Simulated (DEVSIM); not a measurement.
System: Au/HfO2/p-Si capacitor, at 300 K.

Layer 1 from the left is HfO2, thickness (nm) 25.0. Layer 2 from the left is Si, thickness (nm) 3700, Na (cm⁻³) 2.4e16.

Metal gate on the left, work function 5.1 eV. Fixed charge at the semiconductor interface 0 cm⁻² (in units of +e); no interface traps.

Constants are typed, rounded textbook-type inputs, not results; the design itself was drawn at random and stands for no fabricated device. Values at 300 K.

HfO2: gap (eV) 5.7, affinity (eV) 2.5, permittivity 22. Si: gap (eV) 1.124, affinity (eV) 4.05, permittivity 11.7, Nc (cm⁻³) 2.86e19, Nv (cm⁻³) 3.1e19.

Simulated with DEVSIM: 1D Poisson equation in equilibrium, Boltzmann statistics, complete ionisation; no quantum confinement or tunnelling. Metal contacts follow the ideal Schottky-Mott rule: no Fermi-level pinning, no interface dipoles.

**Question.** What does the simulation give for the flat-band voltage, the minimum of the low-frequency capacitance?

**Answer.** flat-band voltage 0.11 V; minimum of the low-frequency capacitance 0.0548 μF/cm².
